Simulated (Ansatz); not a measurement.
**Lattice constant a of SnGe (model structure, started from the beta GaS type, P6₃/mmc, No. 194, 8 atoms in the cell) at several levels of theory**

No measured value is used here.

| level (code) | value (Å) |
|---|---|
| PBE (Ansatz) | 4.648 |
| PBEsol (Ansatz) | 4.587 |
| PBE-D3(BJ) (Ansatz) | 4.588 |

Ansatz's density-functional and Hartree–Fock values are scalar-relativistic unless marked +SOC, with PAW data made under PBE.

A model structure was made by putting elements into a prototype or built by hand; it is no filed structure, need not be a known phase, and can be a saddle point held by its symmetry.

Ansatz is a quantum-chemistry and plane-wave program.
